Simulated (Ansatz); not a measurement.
The starting structures come from a database of crystals and need not be the phases stable at ambient conditions.

Inside the gap of an insulator the Bloch states are evanescent, with a wavenumber k + iκ along the transport direction.

Given:

```yaml
crystal:
  lattice:
    - [4.05545, 0.00000, 0.00000]
    - [0.00000, 12.69761, 0.00763]
    - [0.00000, 5.24221, 6.25544]
  atoms:
    - { symbol: Bi, position: [0.75000, 0.13219, 0.72596] }
    - { symbol: Bi, position: [0.25000, 0.86781, 0.27404] }
    - { symbol: Bi, position: [0.25000, 0.63219, 0.00966] }
    - { symbol: Bi, position: [0.75000, 0.36781, 0.99034] }
    - { symbol: S, position: [0.25000, 0.94551, 0.88756] }
    - { symbol: S, position: [0.75000, 0.05449, 0.11244] }
    - { symbol: S, position: [0.75000, 0.44551, 0.22143] }
    - { symbol: S, position: [0.25000, 0.55449, 0.77857] }
    - { symbol: Br, position: [0.75000, 0.67188, 0.31845] }
    - { symbol: Br, position: [0.25000, 0.32812, 0.68155] }
    - { symbol: Br, position: [0.25000, 0.17188, 0.33778] }
    - { symbol: Br, position: [0.75000, 0.82812, 0.66222] }
```

Space group of this cell: Pnma. The cell was relaxed by PBE-D3(BJ); by r2SCAN its mean pressure is 1.0 GPa.

Transport runs along the normal of the first two printed cell vectors.

The gap is the functional's own. No spin-orbit coupling. Mid-gap values are interpolated on the energy grid.

Question: Compute, with r2SCAN (Ansatz, a quantum-chemistry and plane-wave program), the band gap and the smallest decay constant κ at mid-gap.

Answer: Gap 2.27 eV on a 8×6×6 mesh; κ = 0.242 1/Å, at (0.250, 0.250) of the in-plane reciprocal vectors. At the zone centre, at the nearest computed energy, the slowest state has κ = 0.26 1/Å.
